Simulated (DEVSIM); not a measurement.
System: illuminated Si p-on-n cell, one wavelength, at 350 K.

| layer (left to right) | material | thickness (μm) | Nd (cm⁻³) | Na (cm⁻³) | τn (s) | τp (s) | absorption coefficient (cm⁻¹) |
|---|---|---|---|---|---|---|---|
| 1 | Si | 0.490 | - | 2.1e18 | 9e-8 | 1.5e-8 | 85000 |
| 2 | Si | 66.0 | 1e16 | - | 1.8e-7 | 1.8e-7 | 85000 |

Left contact: ohmic, minority electron recombination velocity 10000 cm/s. Right contact: ohmic, minority hole recombination velocity 2000 cm/s. Voltage is applied to the left contact. Recombination: SRH at mid-gap, radiative, Auger. Gap narrowing is on: ΔEg = 6.92 meV × (l + √(l² + 0.5)), l = ln(N/1.3e17 cm⁻³), shared equally by both band edges. Light enters at the left, 1.7e18 photons cm⁻² s⁻¹, one pass, no reflection. Mobility is μmin + (μ − μmin)/(1 + (N/Nref)^α).

This is a model device: material constants are rounded textbook-type values typed into the input, and sizes, dopings and lifetimes were drawn at random. Values at 300 K; Nc and Nv go as T^1.5, mobilities as T to minus their exponent, the gap by Varshni's rule with the affinity fixed.

| parameter | Si |
|---|---|
| gap (eV) | 1.124 |
| affinity (eV) | 4.05 |
| permittivity | 11.7 |
| Nc (cm⁻³) | 2.86e19 |
| Nv (cm⁻³) | 3.1e19 |
| μn (cm²/Vs) | 1417 |
| μp (cm²/Vs) | 470 |
| μn,min | 52 |
| μp,min | 45 |
| Nref,n | 9.7e16 |
| Nref,p | 2.2e17 |
| αn | 0.68 |
| αp | 0.72 |
| T exponent of μn | 2.3 |
| T exponent of μp | 2.2 |
| B (cm³/s) | 4.7e-15 |
| Cn (cm⁶/s) | 2.8e-31 |
| Cp (cm⁶/s) | 9.9e-32 |
| Varshni α (eV/K) | 0.000473 |
| Varshni β (K) | 636 |

Model (solved in DEVSIM): 1D drift-diffusion, Boltzmann statistics, complete ionisation; no tunnelling, impact ionisation, image-force lowering or self-heating.

The photon flux was swept, all else fixed.

| photon flux (cm^-2 s^-1) | open-circuit voltage (V) | short-circuit current (mA/cm²) | fill factor | largest power (mW/cm²) |
|---|---|---|---|---|
| 5.1e16 | 0.389 | 7.54 | 0.73 | 2.14 |
| 1.7e17 | 0.426 | 25.1 | 0.75 | 8.01 |
| 5.1e17 | 0.460 | 75.4 | 0.76 | 26.5 |
| 1.7e18 | 0.497 | 251 | 0.78 | 96.9 |
| 5.1e18 | 0.532 | 754 | 0.78 | 313 |
| 1.7e19 | 0.571 | 2510 | 0.78 | 1110 |
| 5.1e19 | [?] | [?] | 0.75 | 3430 |

### Question
Fill in the missing entries.

### Answer

- 5.1e19, open-circuit voltage (V): 0.611
- 5.1e19, short-circuit current (mA/cm²): 7530
